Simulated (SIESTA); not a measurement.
Input and output of a self-consistent single point for CaBHO₃ (P2_1, 12 atoms in the cell) (SIESTA).

Level of theory: GGA PBEsol, numerical atomic orbitals DZP, PseudoDojo PBEsol standard norm-conserving potentials (rewritten from UPF to PSML) (SIESTA).

```xyz
12
Lattice="3.5817 0.0000 0.0000 0.0000 5.4581 0.0000 -0.2775 0.0000 6.8705" Properties=species:S:1:pos:R:3 pbc="T T T"
Ca     2.5020     4.0352     4.4113
Ca     0.8022     1.3061     2.4592
B      0.5948     1.3316     5.3058
B      2.7094     4.0606     1.5648
H     -0.1256     2.2968     6.8545
H      3.4297     5.0259     0.0160
O      0.1923     1.3835     6.6759
O      3.1119     4.1126     0.1946
O      0.7461     0.1130     4.7160
O      2.5580     2.8421     2.1545
O      2.5778     5.2329     2.2673
O      0.7264     2.5039     4.6033
```

Reference input (self-consistent single point, DFT, GGA PBEsol, numerical atomic orbitals DZP, PseudoDojo PBEsol standard norm-conserving potentials (rewritten from UPF to PSML)): XC.functional = GGA; XC.authors = PBEsol; potentials = PseudoDojo PBEsol standard; PAO.BasisSize = DZP; PAO.EnergyShift = 0.01 Ry; MeshCutoff = 400 Ry; kgrid.MonkhorstPack = 5 3 3; OccupationFunction = FD; ElectronicTemperature = 10 K; MaxSCFIterations = 150; SCF.Mixer.Method = Pulay; SCF.Mixer.Weight = 0.1. This run's input differs from it in these lines:

```diff
@@ -40,5 +40,5 @@
 %block kgrid.MonkhorstPack
-    5   0   0  0.0
-    0   3   0  0.0
-    0   0   3  0.0
+    5   0   0  0.5
+    0   3   0  0.5
+    0   0   3  0.5
 %endblock kgrid.MonkhorstPack
```

The program printed (abridged):

```
        iscf     Eharris(eV)        E_KS(eV)     FreeEng(eV)     dDmax    Ef(eV) dHmax(eV)
   scf:    1    -4978.589600    -4989.341636    -4989.341636  1.528634 -6.561263  7.904176
   scf:    2    -4994.092233    -4991.836467    -4991.836467  0.050686 -6.760707  5.841821
   scf:    3    -4995.522323    -4994.798597    -4994.798597  0.187383 -4.222243  1.108411
   scf:    4    -4994.203204    -4994.669593    -4994.669593  0.038560 -4.618943  1.606241
   scf:    5    -4995.001449    -4994.877248    -4994.877248  0.031523 -4.640978  0.440762
   scf:    6    -4994.881688    -4994.892938    -4994.892938  0.011896 -4.710540  0.190775
   scf:    7    -4994.899208    -4994.897128    -4994.897128  0.003973 -4.762701  0.054508
   scf:    8    -4994.897519    -4994.897570    -4994.897570  0.005894 -4.751751  0.026241
   scf:    9    -4994.897655    -4994.897620    -4994.897620  0.000750 -4.746471  0.016428
   scf:   10    -4994.897650    -4994.897641    -4994.897641  0.000772 -4.750568  0.004042
   scf:   11    -4994.897643    -4994.897642    -4994.897642  0.000136 -4.748777  0.000407
   scf:   12    -4994.897642    -4994.897642    -4994.897642  0.000018 -4.748697  0.000516
SCF Convergence by DM+H criterion
max |DM_out - DM_in|         :     0.0000175999
max |H_out - H_in|      (eV) :     0.0005161368
SCF cycle converged after 12 iterations

Using DM_out to compute the final energy and forces

siesta: E_KS(eV) =            -4994.8976

siesta: E_KS - E_eggbox =     -4994.8976

siesta: Atomic forces (eV/Ang):
     1    0.111439   -0.035954    0.386784
     2   -0.111439   -0.035954   -0.386784
     3    0.007195    0.103727    0.026483
     4   -0.007195    0.103727   -0.026483
     5   -0.216419    0.675492    0.130707
     6    0.216419    0.675492   -0.130707
     7    0.085966   -0.569235    0.003904
     8   -0.085966   -0.569235   -0.003904
     9   -0.057680   -0.263099   -0.146841
    10    0.057680   -0.263099    0.146841
    11    0.039033    0.080218    0.118823
   [... lines left out ...]
siesta: FreeEng =     -4994.897642
   [... lines left out ...]
siesta:    -0.007199    0.000000   -0.000228
siesta:     0.000000   -0.003774   -0.000000
siesta:    -0.000228   -0.000000    0.013059

siesta: Cell volume =        134.313772 Ang**3

siesta: Pressure (static):
siesta:                Solid            Molecule  Units
siesta:          -0.00000757         -0.00011752  Ry/Bohr**3
siesta:          -0.00069531         -0.01079052  eV/Ang**3
siesta:          -1.11400858        -17.28831717  kBar
```

The run converged in 12 iterations. Against the reference run the free energy is nearly the same (within 1 meV/atom), the pressure hardly changes (-0.10 to -0.11 GPa), the largest force moves little (0.722 to 0.721 eV/Å) and the gap on the mesh goes from 4.274 to 4.996 eV.

The starting cell comes from a database of computed structures (which also holds hypothetical and non-ambient phases and stackings), without a prior relaxation at this level. Values carry the incompleteness of an atom-centred basis. The basis of the alkali or alkaline-earth atoms may lack their empty d shell, which can raise the gap. Another mesh or the band path of this cell gives a smaller gap, so this value is not converged in the mesh.

Cost on one core of a shared machine: roughly 80 s.
